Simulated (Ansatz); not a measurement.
Os3Ir (model structure, Pm-3m, No. 221, 4 atoms in the cell), treated with LDA (plane waves, PAW; Ansatz, a program for electronic structure).

Settings: plane-wave cutoff 520 eV, 14×14×14 k mesh, Fermi–Dirac smearing 0.05 eV, no spin polarisation, scalar-relativistic PAW data made under PBE.

Cell (relaxed at this level):

Space group Pm-3m (No. 221); a = 3.8023 Å, b = 3.8023 Å, c = 3.8023 Å, α = 90.00°, β = 90.00°, γ = 90.00°

```json
[
 {"atom": "Os", "site": "3c", "symmetry": "4/mm.m", "x": "0.0000", "y": "0.5000", "z": "0.5000"},
 {"atom": "Ir", "site": "1a", "symmetry": "m-3m", "x": "0.0000", "y": "0.0000", "z": "0.0000"}
]
```

Problem. Estimate the bulk modulus B0 that the calculation returns.

Solution. 
* **bulk modulus B0**: 435 GPa

Note: the run has no spin polarisation, so it can have missed a magnetic state; the bulk modulus is −V dP/dV from two relaxed cells at ±2 % in volume; the relaxation could raise the start's symmetry but not lower it, so the cell can be a saddle point.

Spin–orbit coupling is not included.

Computed values are for the static lattice.

A model structure was made by putting elements into a prototype or built by hand; it is no filed structure, need not be a known phase, and can be a saddle point held by its symmetry.
